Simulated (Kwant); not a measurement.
Device: Ge/Si0.2Ge0.8 stack with 2 barriers. One parabolic valley. Leads of mass 0.12 mₑ with the band edge at 0; grid 0.1 nm; bias swept from 0.0048 to 0.18 V, dropping linearly over the stack. Emitter Fermi level 0.013 eV, 77 K, equal in the collector.

| layer | thickness (nm) | band offset (eV) | mass (mₑ) |
|---|---|---|---|
| 1 | 2.4 | 0.12 | 0.14 |
| 2 | 7.9 | 0 | 0.12 |
| 3 | 3.1 | 0.12 | 0.14 |

Constants are typed, rounded textbook-type inputs, not results; the design itself was drawn at random and stands for no fabricated device.

Model: one-band effective-mass tight-binding model in one dimension, coherent, no space charge, current by the Tsu-Esaki formula (Kwant).

Sweep values stay those of the base run.

The height of the first barrier was swept, all else fixed.

```csv
height of the first barrier (eV),J (A/cm²) at bias = 0.1800 V,J (A/cm²) at bias = 0.1317 V,J (A/cm²) at bias = 0.08938 V
0.072,127000,63300,12700
0.096,95200,36900,7210
0.12,66500,22000,4300
0.14,48500,14600,2890
```

From the first row to the last the J at bias = 0.1800 V goes from 127000 to 48500. From the first row to the last the J at bias = 0.1317 V goes from 63300 to 14600.
